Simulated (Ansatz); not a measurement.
## ZnGeP2: pressure series

The parent structure is ZnGeP₂ in the chalcopyrite structure (space group I-42d, No. 122; a = 5.4242 Å, c = 10.7096 Å).

Cell and atoms are relaxed at each pressure.

Method: Kohn–Sham DFT with the PBEsol functional, run in Ansatz (a first-principles code) with PAW and 420 eV plane waves, spin-orbit coupling left out, earlier PAW set.

Two rows of this table had their results exchanged by mistake.

| pressure | volume per atom (Å³) | shortest distance (Å) | band gap |
|---|---|---|---|
| pressure −1 GPa | 19.94 | 2.342 | 1.09 eV |
| pressure 0.9 GPa | 19.49 | 2.326 | 1.05 eV |
| pressure 2.1 GPa | 19.23 | 2.317 | 1.03 eV |
| pressure 4.5 GPa | 18.76 | 2.300 | 0.99 eV |
| pressure 9 GPa | 16.45 | 2.196 | 0.72 eV |
| pressure 15 GPa | 17.24 | 2.233 | 0.83 eV |
| pressure 22.5 GPa | 18.03 | 2.270 | 0.92 eV |
| pressure 30 GPa | 15.81 | 2.165 | 0.63 eV |

Problem. Which two?

Solution. The rows for pressure 9 GPa and pressure 22.5 GPa: the volume has to fall steadily with pressure, so 18.03 Å³ belongs to pressure 9 GPa and 16.45 Å³ to pressure 22.5 GPa.

Load acts through the strain it causes; cell and atoms are relaxed under it. Whether these cells are dynamically stable was not tested. No other phases were tried under pressure.
